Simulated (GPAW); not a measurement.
GPAW run on Cu₃Au (Pm-3m, 4 atoms in the cell): self-consistent single point.

Method: LDA (Perdew-Wang 92), GPAW PAW datasets LDA (gpaw-data 1.0.1) (plane waves; GPAW).

```xyz
4
Lattice="3.7939 0.0000 0.0000 0.0000 3.7939 0.0000 0.0000 0.0000 3.7939" Properties=species:S:1:pos:R:3 pbc="T T T"
Cu     0.0000     1.8969     1.8969
Cu     1.8969     0.0000     1.8969
Cu     1.8969     1.8969     0.0000
Au     0.0000     0.0000     0.0000
```

Reference input (self-consistent single point, DFT PBE, plane waves, GPAW PAW datasets PBE (gpaw-data 1.0.1)): mode = pw; ecut = 850 eV; xc = PBE; kpts = 9 9 9; mesh shift (steps) = 0 0 0; occupations.name = methfessel-paxton; occupations.width = 0.05 eV; occupations.order = 0; nbands = -12; convergence.density = 1e-05 e/electron; convergence.energy = 1e-05 eV/electron; symmetry.symmorphic = false. This run's input differs from it in these lines:

```diff
@@ -15,3 +15,3 @@
 calc = GPAW(mode=PW(850),
-            xc='PBE',
+            xc='LDA',
             kpts=(9, 9, 9),
```

Its files differ too (potentials: GPAW PAW datasets LDA (gpaw-data 1.0.1)).

The program printed (abridged):

```
     iter     time        total  log10-change:
                         energy   eigst   dens
iter:   1 --:--:--   -21.521547
iter:   2 --:--:--   -20.532283   -1.74  -1.22
iter:   3 --:--:--   -18.911701   -0.63  -1.28
iter:   4 --:--:--   -18.652877   -2.38  -1.83
iter:   5 --:--:--   -18.849824   -1.48  -1.85
   [... 4 lines left out ...]
iter:  10 --:--:--   -18.494393   -3.35  -2.96
iter:  11 --:--:--   -18.490771   -3.31  -2.66
iter:  12 --:--:--   -18.490035   -4.93  -3.31
iter:  13 --:--:--   -18.490051   -6.44  -3.69
iter:  14 --:--:--   -18.489961c  -6.27  -3.71
iter:  15 --:--:--   -18.489784c  -5.36  -3.77
iter:  16 --:--:--   -18.489787c  -7.38  -4.04
iter:  17 --:--:--   -18.489787c  -7.53c -4.11
iter:  18 --:--:--   -18.489780c  -6.61  -4.23
iter:  19 --:--:--   -18.489780c  -8.04c -4.56
iter:  20 --:--:--   -18.489780c  -7.54c -4.63
iter:  21 --:--:--   -18.489780c  -8.38c -4.90
iter:  22 --:--:--   -18.489779c  -8.89c -4.98
iter:  23 --:--:--   -18.489780c  -9.67c -5.20c
Converged after 23 iterations.

Dipole moment: (-0.000000, -0.000000, -0.000000) |e|*Ang

Energy contributions relative to reference atoms: (reference = -651166.864078)

Kinetic:        -55.735334
Potential:      +44.484518
External:        +0.000000
XC:              -7.620608
Entropy (-ST):   -0.000491
Local:           +0.381889
SIC:             +0.000000
--------------------------
Free energy:    -18.490025
Extrapolated:   -18.489780

Showing only first 2 kpts
 Kpt  Band  Eigenvalues  Occupancy
  0    20      6.42811    2.00000
  0    21      9.12006    0.00000
  0    22      9.12006    0.00000
  0    23      9.12006    0.00000

  1    20      6.42798    2.00000
  1    21      8.28130    0.00000
  1    22      9.54125    0.00000
  1    23      9.54125    0.00000

Fermi level: 7.81687

No gap
No difference between direct/indirect transitions
Energy (eV): -18.48978

Forces in eV/Ang:
  0 Cu    0.00000    0.00000    0.00000
  1 Cu    0.00000    0.00000    0.00000
  2 Cu    0.00000    0.00000    0.00000
  3 Au   -0.00000   -0.00000   -0.00000

Stress tensor:
     0.082710     0.000000     0.000000
     0.000000     0.082710     0.000000
     0.000000     0.000000     0.082710
Stress (GPa, Voigt): [13.2516 13.2516 13.2516  0.      0.      0.    ]
```

The run converged in 23 iterations. GPAW prints stress with tension positive. Against the reference run the pressure goes from -0.17 to -13.25 GPa.

The starting cell has typed, rounded lattice constants, without a prior relaxation at this level. Its lattice was rescaled by a random factor within 2.5 % of one. Spin polarisation is off. With a pressure of about -13 GPa the cell is away from its equilibrium volume at this level.

Cost on one core of a shared machine: roughly 2 min.
